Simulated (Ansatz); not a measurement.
# Cs2SnI6: I on a Sn site (antisite), symmetric start

Start from an 18-atom supercell of Cs$_{2}$SnI$_{6}$ (space group Fm-3m, No. 225; a = 11.5502 Å) at its relaxed geometry.

One thing is altered: one Sn atom is replaced by I, atoms relaxed at fixed cell.

The values are results of PBEsol (Ansatz, a first-principles code), no spin-orbit coupling, not measurements. Γ-centred 4×3×4 mesh, Fermi–Dirac width 0.05 eV.

| quantity | base | changed | shift |
|---|---|---|---|
| pressure | 0.0 GPa | -0.1 GPa | -0.1 GPa |
| energy gained by relaxation | – | 0.35 eV | – |
| mean distance from the defect site to its nearest host atoms | 2.87 Å | 3.02 Å | +0.15 Å |

The cell is small, so the values are those of an ordered compound at a high defect concentration; dilute-limit values will differ. The defect started on the symmetric site and kept its symmetry, so it may sit on a saddle. All final runs are without spin polarisation. The defect cell is not spin-polarised.
